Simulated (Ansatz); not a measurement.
Related cells compared by their band gap.

Cell A: BN (zinc blende, F-43m), 2 atoms in the cell, k-point mesh 16×16×16 on the run's own vectors.
BN is taken in the cubic space group F-43m (No. 216), the zinc blende structure, Pearson symbol cF8. Cell: a = b = c = 3.625 Å, α = β = γ = 90.00°. B on 4a sees 4 N at 1.570 Å (tetrahedral). N on 4d sees 4 B at 1.570 Å (tetrahedral). (Neighbours: up to the widest gap in distance over summed covalent radii, below 1.35, at either atom.)
(The calculation used a cell of 2 atoms; values per cell refer to that cell.)

Cell B: BN (wurtzite, P6₃mc), 4 atoms in the cell, k-point mesh 18×18×8 on the run's own vectors.
```
BN
1.0
    2.55458     0.00000     0.00000
   -1.27729     2.21233     0.00000
    0.00000     0.00000     4.22452
B N
2 2
Direct
  0.66667   0.33333   0.99980
  0.33333   0.66667   0.49980
  0.66667   0.33333   0.62520
  0.33333   0.66667   0.12520
```

Plane-wave PAW calculations with Ansatz (a first-principles code), its default PAW set, cutoff 420 eV, 500 eV for r2SCAN. The structures are at rest with PBE; other levels are single points on them. HSE06 runs on coarser k-point meshes, which give the PBE gaps of the finer ones within 0.03 eV. Neutral cells; Fermi-Dirac smearing of at most 0.05 eV in the solids, energies taken to zero width. The lattices are those relaxed with PBE, so at other levels the solids can be strained, which adds to the spread. A dispersion term ran beside these levels; it doesn't touch the electrons. Gaps are highest filled to lowest empty Kohn-Sham level on the run's k-point mesh, states of defects and surfaces included; edges off the mesh make the true gap smaller, and under 0.08 eV counts as none.

Give the band gap (eV) at the level r2SCAN, cell by cell.


```tsv
cell	r2SCAN
A	4.99 (indirect)
B	5.77 (indirect)
```

With r2SCAN the value of B exceeds that of A by 0.78 eV.

And at the other levels?


```tsv
cell	PBE	HSE06
A	4.46 (indirect)	5.78
B	5.23 (indirect)	6.55
```

With PBE the value of B exceeds that of A by 0.77 eV. With HSE06 the value of B exceeds that of A by 0.77 eV.
